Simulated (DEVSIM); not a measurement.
Structure: Pd/SiO2/n-Si capacitor, at 250 K.

Layer 1 from the left is SiO2, thickness (nm) 5.60. Layer 2 from the left is Si, thickness (nm) 2400, Nd (cm⁻³) 5.5e16.

Metal gate on the left, work function 5.2 eV. Fixed charge at the semiconductor interface 0 cm⁻² (in units of +e); no interface traps.

This is a model device: material constants are rounded textbook-type values typed into the input, and sizes, dopings and lifetimes were drawn at random. Values at 300 K; Nc and Nv go as T^1.5, mobilities as T to minus their exponent, the gap by Varshni's rule with the affinity fixed.

SiO2: gap (eV) 9, affinity (eV) 0.9, permittivity 3.9. Si: gap (eV) 1.124, affinity (eV) 4.05, permittivity 11.7, Nc (cm⁻³) 2.86e19, Nv (cm⁻³) 3.1e19, Varshni α (eV/K) 0.000473, Varshni β (K) 636.

Simulated with DEVSIM: 1D Poisson equation in equilibrium, Boltzmann statistics, complete ionisation; no quantum confinement or tunnelling. Metal contacts follow the ideal Schottky-Mott rule: no Fermi-level pinning, no interface dipoles.

Q: What does the simulation give for the minimum of the low-frequency capacitance, the threshold voltage (band bending 2φF)?

A: minimum of the low-frequency capacitance 0.0709 μF/cm²; threshold voltage (band bending 2φF) -0.06 V.
